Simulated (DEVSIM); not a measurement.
System: Co/AlN/p-In0.53Ga0.47As capacitor, at 300 K.

| layer (left to right) | material | thickness (nm) | Na (cm⁻³) |
|---|---|---|---|
| 1 | AlN | 9.00 | - |
| 2 | In0.53Ga0.47As | 4600 | 1.5e16 |

Metal gate on the left, work function 5 eV. Fixed charge at the semiconductor interface -2e11 cm⁻² (in units of +e); no interface traps.

This is a model device: material constants are rounded textbook-type values typed into the input, and sizes, dopings and lifetimes were drawn at random. Values at 300 K.

```tsv
parameter	AlN	In0.53Ga0.47As
gap (eV)	6.1	0.74
affinity (eV)	1.9	4.51
permittivity	8.5	13.9
Nc (cm⁻³)	-	2.1e17
Nv (cm⁻³)	-	7.7e18
```

Simulated with DEVSIM: 1D Poisson equation in equilibrium, Boltzmann statistics, complete ionisation; no quantum confinement or tunnelling. Metal contacts follow the ideal Schottky-Mott rule: no Fermi-level pinning, no interface dipoles.

The substrate doping was swept, all else fixed.

| substrate doping (cm^-3) | minimum of the low-frequency capacitance (μF/cm²) | flat-band voltage (V) | threshold voltage (band bending 2φF) (V) |
|---|---|---|---|
| 7.5e14 | … | 0.03 | … |
| 1.5e15 | 0.0232 | 0.01 | 0.42 |
| 3e15 | 0.0306 | -0.01 | 0.45 |
| 7.5e15 | 0.0443 | -0.03 | 0.49 |
| 1.5e16 | 0.0592 | -0.05 | 0.53 |
| 3e16 | 0.0781 | -0.07 | 0.57 |

Task: Some entries are withheld; supply them.

Result: 
- 7.5e14, minimum of the low-frequency capacitance (μF/cm²): 0.0177
- 7.5e14, threshold voltage (band bending 2φF) (V): 0.39
